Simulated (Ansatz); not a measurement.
Subject: the energy change from cell B to cell A (C + 3 H put in, in a slab cell with four atoms a plane). Reaction: cell B + CH4 (gas) → cell A + 1/2 H2 (gas). A negative value means that the right-hand side lies lower.

Cell A: a slab of GaN (wurtzite, P6₃mc) cut along (0001), 43 atoms, hexagonal cell of 6.44 Å (35.9 Å²), symmetry P1 within 0.02 Å, 12.2 Å thick under 16 Å of vacuum, in-plane vectors held at the crystal's; planes from bottom to top: H3 | N4 | Ga4 | N4 | Ga4 | N4 | Ga4 | Ga4N4 | C2H6, its two faces unlike (dipole correction applied); added, foreign or displaced atoms, above the top plane and below the bottom plane: three times H bound to 1 N at 1.03 Å; two times CH3 bound through C to 1 Ga at 1.99 Å; spin state with PBE: net moment 0.9 μB a cell, k-point mesh 4×4×1.
```xyz
43
Lattice="6.4367 0.0000 0.0000 3.2184 5.5744 0.0000 0.0000 0.0000 27.9009" Properties=species:S:1:pos:R:3 pbc="T T T"
N     -0.0066     0.0041     9.0384
Ga     1.6048     0.9332     9.6750
N      1.6012     2.7926     9.0388
Ga     3.2803     3.6800     9.6193
N      3.2129     0.0022     9.0371
Ga     4.8199     1.0114     9.6220
N      4.8223     2.7908     8.9742
Ga     6.3608     3.6812     9.6265
N      1.6059     0.9341    11.6163
Ga    -0.0166    -0.0037    12.2606
N      3.2038     3.7236    11.5997
Ga     1.6035     2.8068    12.2687
N      4.8183     0.9234    11.6043
Ga     3.2233    -0.0023    12.2783
N      6.4340     3.7253    11.6101
Ga     4.8154     2.7894    12.2444
N     -0.0033     0.0017    14.2230
Ga     1.5828     0.9476    14.8682
N      1.6026     2.8015    14.2378
Ga     3.2176     3.7272    14.9218
N      3.2158     0.0014    14.2644
Ga     4.8514     0.9441    14.8853
N      4.8091     2.7862    14.2209
Ga     6.4109     3.6889    14.8810
N      1.5966     0.9517    16.8526
Ga     0.0179    -0.0079    17.6503
N      3.2269     3.7410    16.8703
Ga     1.6225     2.8203    17.5700
N      4.8563     0.9305    16.8743
Ga     3.2199     0.0061    17.1487
N      6.3902     3.6922    16.8942
Ga     4.7737     2.7768    17.6699
H      0.0160     0.0186     8.0124
H      1.5962     2.7677     8.0128
H      3.1900     0.0113     8.0111
C      0.3026     0.1467    19.6109
H      9.1738     5.2538    20.2199
H      4.4759     5.2475    19.8743
H      6.8115     1.2064    19.8837
C      4.5647     2.6059    19.6425
H      5.3919     3.0527    20.2097
H      3.6310     3.0872    19.9553
H      4.5082     1.5461    19.9190
```

Cell B: a slab of GaN (wurtzite, P6₃mc) cut along (0001), 39 atoms, hexagonal cell of 6.44 Å (35.9 Å²), symmetry P1 within 0.02 Å, 12.1 Å thick under 16 Å of vacuum, in-plane vectors held at the crystal's; planes from bottom to top: H3 | N4 | Ga4 | N4 | Ga4 | N4 | Ga4 | Ga2N4 | Ga2 | CH3, its two faces unlike (dipole correction applied); added, foreign or displaced atoms, above the top plane and below the bottom plane: Ga bound to 3 N at 2.15–2.20 Å; three times H bound to 1 N at 1.03 Å; CH3 bound through C to 1 Ga at 1.98 Å; spin state with PBE: run without spin, k-point mesh 4×4×1.
```xyz
39
Lattice="6.4367 0.0000 0.0000 3.2184 5.5744 0.0000 0.0000 0.0000 27.9009" Properties=species:S:1:pos:R:3 pbc="T T T"
N      0.0008     0.0002     9.0420
Ga     1.6128     0.9309     9.6753
N      1.6101     2.7905     9.0406
Ga     3.2881     3.6765     9.6267
N      3.2219    -0.0013     9.0406
Ga     4.8282     1.0090     9.6267
N      4.8310     2.7889     8.9807
Ga     6.3707     3.6778     9.6333
N      1.6130     0.9311    11.6153
Ga    -0.0098    -0.0059    12.2626
N      3.2108     3.7188    11.6066
Ga     1.6125     2.7996    12.2793
N      4.8262     0.9209    11.6067
Ga     3.2309    -0.0037    12.2792
N      6.4455     3.7211    11.6160
Ga     4.8254     2.7858    12.2512
N      0.0011     0.0004    14.2209
Ga     1.5895     0.9175    14.8557
N      1.6132     2.7881    14.2586
Ga     3.2489     3.7326    14.9255
N      3.2213     0.0027    14.2585
Ga     4.8570     0.9470    14.9250
N      4.8224     2.7841    14.2212
Ga     6.4088     3.6999    14.8853
N      1.5876     0.9164    16.8923
Ga    -0.0383    -0.0219    17.6856
N      3.2356     3.7380    16.8824
Ga     1.6257     2.8106    17.1896
N      4.8549     0.9329    16.8815
Ga     3.2470     0.0023    17.1894
N      6.4005     3.6951    16.9047
Ga     4.7612     2.7479    18.0275
H      0.0207     0.0117     8.0160
H      1.6055     2.7694     8.0147
H      3.2014     0.0053     8.0147
C      0.0117     0.0081    19.6661
H      8.7700     5.0920    20.0746
H      4.1044     5.0367    20.0452
H      6.4570     1.0391    20.0439
```

Reference: an isolated H2 molecule (singlet) in a box of 11 × 11 × 13 Å.

Reference: an isolated CH4 molecule (singlet) in a box of 12 × 12 × 13 Å.

All numbers come from Ansatz (a program for electronic structure), plane waves with PAW, its default PAW set, cutoff 420 eV, 500 eV for r2SCAN. The structures are at rest with PBE, within the held lattices; other levels are single points on them. HSE06 runs on coarser k-point meshes, mended by the PBE difference between the two meshes. Neutral cells; Fermi-Dirac smearing of at most 0.05 eV in the solids, energies taken to zero width. The lattices are those relaxed with PBE, so at other levels the solids can be strained, which adds to the spread. Larger cells are relaxed from a start prepared with the learned potential CHGNet, on a coarser mesh till forces fall under 0.03 eV/Å, which some starts already meet. A dispersion term (D3(BJ), or D4 for r2SCAN) was computed beside these levels and is taken off wherever the name lacks it. The PAW files were made for PBE and serve at the other functionals too. Space groups of crystals are read within 0.01 Å. No zero-point or thermal terms. No structure search was made; lower ones may exist. No search over spin orders was made beyond those shown. No correction for cell size.

Give the value at the level HSE06.

-0.44 eV, for cell B + CH4 (gas) → cell A + 1/2 H2 (gas).

How does the value move with the functional?


| Functional | value (eV) | less HSE06 |
|---|---|---|
| PBE | -0.23 | 0.21 |
| r2SCAN | -0.63 | -0.19 |

The levels shown span 0.40 eV, from r2SCAN (-0.63) to PBE (-0.23).
